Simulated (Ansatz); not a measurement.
**ZrGe (model structure, from the rocksalt type, Fm-3m, No. 225): lattice parameter a by level of theory**

No measured value is used here.

| level (code) | value (Å) |
|---|---|
| PBE (Ansatz) | 5.479 |
| PBEsol (Ansatz) | 5.413 |
| PBE-D3(BJ) (Ansatz) | 5.420 |
| r²SCAN (Ansatz) | 5.471 |

Ansatz's density-functional and Hartree–Fock values are scalar-relativistic unless marked +SOC, with PAW data made under PBE.

A model structure was made by putting elements into a prototype or built by hand; it is no filed structure, need not be a known phase, and can be a saddle point held by its symmetry.

Ansatz is a first-principles code.
